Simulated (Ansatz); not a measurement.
Results of LDA (Ansatz, a first-principles code, plane waves, PAW) for HgTe (P3₁21, No. 152, 6 atoms in the cell; start mp-358; a measured phase of this formula has another space group).

Numerical settings: plane-wave cutoff 500 eV, 12×12×4 k mesh (along the axes of the cell as run), gaussian smearing 0.02 eV, scalar-relativistic PAW data made under PBE.

Cell (relaxed at this level):

HgTe is taken in the trigonal space group P3₁21 (No. 152), Pearson symbol hP6. Conventional cell: a = 4.438 Å, b = 4.438 Å, c = 10.056 Å, α = 90.00°, β = 90.00°, γ = 120.00°. Hg on 3a is surrounded by 2 Te at 2.721 Å and 2 Te at 3.036 Å and 2 Te at 3.540 Å (octahedral). Te on 3b is surrounded by 2 Hg at 2.721 Å and 2 Hg at 3.036 Å and 2 Hg at 3.540 Å. (Neighbours: up to the widest gap in distance over summed covalent radii, below 1.35, at either atom; cation-cation and far metal-metal contacts left out.)

Give the computed band gap.


- band gap: 0.36 eV (on the SCF k mesh)

Note: the relaxation could not lower the start's symmetry, so the cell can be a saddle point above a distorted one.

Spin–orbit coupling is not included; with these elements it can move the gap by several tenths of an eV or more.

It cost roughly 5 core-minutes of CPU time.

A start named mp-… is a Materials Project structure, which need not be a measured phase.
